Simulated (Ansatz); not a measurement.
System: fluorite NiSi₂. Method: PBE in Ansatz (PAW).

Settings: plane-wave cutoff 520 eV, 18×18×18 k mesh, Fermi–Dirac smearing 0.05 eV, no spin polarisation, scalar-relativistic PAW data made under PBE.

Pressure at four volumes; x = ln(V/13.455 Å³). One pressure is withheld.

```
V (Å³/atom)        x  P (GPa)
-----------  -------  -------
12.648       -0.0619    10.38
13.455        0.0000     0.00
13.993        0.0392    -5.25
14.262        0.0582        ?
```

Task: Pass a parabola P(x) through the three rows shown, estimate the bulk modulus and its pressure derivative near zero pressure, and predict the withheld pressure.

Result: Slopes between the rows: (0.00 − (10.38))/(0.0000 − (-0.0619)) = -167.69 and (-5.25 − (0.00))/(0.0392 − (0.0000)) = -133.93 GPa. Their difference over the span 0.1011 is c = 33.76/0.1011 = 333.9 GPa, so P(x) = 10.38 + (-167.69)(x − (-0.0619)) + 333.9 (x − (-0.0619))(x − (0.0000)). At the middle row B = −dP/dx = −[-167.69 + 333.9 × 0.0619] = 147.0 GPa, and B′ = dB/dP = 2c/B = 4.5. At x = 0.0582 the parabola gives -7.43 GPa; the run gives -7.43 GPa. The Birch–Murnaghan fit to the energies at all volumes has B0 = 146 GPa and B′ = 4.5.

Ansatz is a quantum-chemistry and plane-wave program.
